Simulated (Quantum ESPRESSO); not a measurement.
Worked example: self-consistent single point of SrSbPt (P-6m2, 3 atoms in the cell) in Quantum ESPRESSO.

Computed with PBEsol, SSSP 1.1.2 precision (PBE) pseudopotentials (plane waves; Quantum ESPRESSO).

```
SrSbPt
1.0
    4.50717     0.00000     0.00000
   -2.25359     3.90332     0.00000
    0.00000     0.00000     4.63998
Sr Sb Pt
1 1 1
Direct
  0.00000   0.00000   0.00000
  0.66667   0.33333   0.50000
  0.33333   0.66667   0.50000
```

Reference input (self-consistent single point, DFT, LDA (PZ), plane waves, GBRV 1.5 ultrasoft (LDA) pseudopotentials): ecutwfc = 40 Ry; ecutrho = 320 Ry; occupations = smearing; smearing = gauss; degauss = 0.0073499 Ry; potentials = {Sr: sr_lda_v1.uspp.F.UPF, Sb: sb_lda_v1.4.uspp.F.UPF, Pt: pt_lda_v1.4.uspp.F.UPF}; K_POINTS = automatic 6 6 5 0 0 0; conv_thr = 1e-11 Ry. This run's input differs from it in these lines:

```diff
@@ -14,4 +14,4 @@
  ntyp = 3
- ecutwfc = 40
- ecutrho = 320
+ ecutwfc = 110
+ ecutrho = 880
  occupations = 'smearing'
@@ -19,2 +19,3 @@
  degauss = 0.0073499
+ input_dft = 'pbesol'
 /
@@ -24,5 +25,5 @@
 ATOMIC_SPECIES
-Sr    87.6200  sr_lda_v1.uspp.F.UPF
-Sb   121.7600  sb_lda_v1.4.uspp.F.UPF
-Pt   195.0840  pt_lda_v1.4.uspp.F.UPF
+Sr    87.6200  Sr_pbe_v1.uspp.F.UPF
+Sb   121.7600  sb_pbe_v1.4.uspp.F.UPF
+Pt   195.0840  Pt.pbe-spfn-rrkjus_psl.1.0.0.UPF
 ATOMIC_POSITIONS {crystal}
```

Output (repeated stretches shortened):

```
     Self-consistent Calculation

     iteration #  1     ecut=   110.00 Ry     beta= 0.70

     negative rho (up, down):  6.412E-02 0.000E+00

     total energy              =   -1285.73686481 Ry
     estimated scf accuracy    <       2.19847251 Ry

     iteration #  2     ecut=   110.00 Ry     beta= 0.70

     negative rho (up, down):  6.422E-02 0.000E+00

     total energy              =   -1286.42060894 Ry
     estimated scf accuracy    <       4.86814379 Ry

     iteration #  3     ecut=   110.00 Ry     beta= 0.70

     negative rho (up, down):  6.527E-02 0.000E+00

     total energy              =   -1287.02025990 Ry
     estimated scf accuracy    <       0.11647109 Ry

   [... 7 blocks of this kind left out ...]

     iteration # 11     ecut=   110.00 Ry     beta= 0.70

     negative rho (up, down):  6.583E-02 0.000E+00

     total energy              =   -1287.05338319 Ry
     estimated scf accuracy    <          6.1E-10 Ry

     iteration # 12     ecut=   110.00 Ry     beta= 0.70

     negative rho (up, down):  6.583E-02 0.000E+00
     End of self-consistent calculation

     the Fermi energy is    11.5246 ev

!    total energy              =   -1287.05338319 Ry
     estimated scf accuracy    <          4.0E-12 Ry
     smearing contrib. (-TS)   =      -0.00164640 Ry
     internal energy E=F+TS    =   -1287.05173680 Ry

     convergence has been achieved in  12 iterations

     negative rho (up, down):  6.583E-02 0.000E+00

     Forces acting on atoms (cartesian axes, Ry/au):

     atom    1 type  1   force =    -0.00000000   -0.00000000    0.00000000
   [... zero for the other atoms too ...]

     Total force =     0.000000     Total SCF correction =     0.000000

     negative rho (up, down):  6.583E-02 0.000E+00
          total   stress  (Ry/bohr**3)                   (kbar)     P=      -14.03
  -0.00004842   0.00000000   0.00000000           -7.12        0.00        0.00
   0.00000000  -0.00004842   0.00000000            0.00       -7.12        0.00
   0.00000000   0.00000000  -0.00018928            0.00        0.00      -27.84

   JOB DONE.
```

The run converged in 12 iterations. Against the reference run the pressure goes from -3.69 to -1.40 GPa.

The starting cell comes from a database of computed structures (which also holds hypothetical and non-ambient phases and stackings), without a prior relaxation at this level. Spin polarisation is off.

Cost on one core of a shared machine: roughly 4 min.
